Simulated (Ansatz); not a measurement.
**Effect of isotropic strain +2.00 % on ZnS**

Take ZnS in the zinc blende structure (space group F-43m, No. 216; a = 5.357 Å) as the base.

Now apply this change: every lattice vector is stretched by 2.00 %, atoms relaxed at fixed cell.

The values are results of plane-wave PAW DFT at the PBEsol level (Ansatz, a first-principles code, 420 eV), spin-orbit coupling left out, not measurements. Settings: 11×11×11 k-points, 0.05 eV Fermi–Dirac smearing.

The shortest interatomic distance goes up by 0.0464 Å (2.319 Å → 2.366 Å) and the energy increases by 16 meV/atom. The pressure decreases by 41.06 kbar (-0.1 kbar → -41.1 kbar) and the band gap drops by 0.251 eV (2.09 eV → 1.83 eV). The gap character stays direct at Γ and the mean gap deformation potential ΔEg/Δln V comes out as -4.2 eV. The width of the top valence band decreases by 0.23 eV to 2.63 eV and the electron mass changes from 0.17 mₑ (at Γ) to 0.15 mₑ (at Γ). The hole mass (degenerate bands, along [100]) changes from 0.18, 0.68, 0.68 mₑ (at Γ) to 0.17, 0.71, 0.71 mₑ (at Γ) and the valley order (the lowest conduction-band minima on the path, energy above the VBM, named in the base's zone) goes from Γ 2.09 eV; X along ⟨100⟩ 3.17 eV; L along ⟨111⟩ 3.24 eV to Γ 1.83 eV; L along ⟨111⟩ 3.12 eV; X along ⟨100⟩ 3.31 eV.

Final structure:

```xyz
2
Lattice="0.0000 2.7319 2.7319 2.7319 0.0000 2.7319 2.7319 2.7319 0.0000" Properties=species:S:1:pos:R:3 pbc="T T T"
Zn     0.0000     0.0000     0.0000
S      1.3659     1.3659     1.3659
```

Cost of the whole job for the changed cell (relaxation, final SCF and bands): roughly 10 core-seconds.

Masses are band curvatures over ±0.01 Å⁻¹ around the edge. Whether these cells are dynamically stable was not tested.
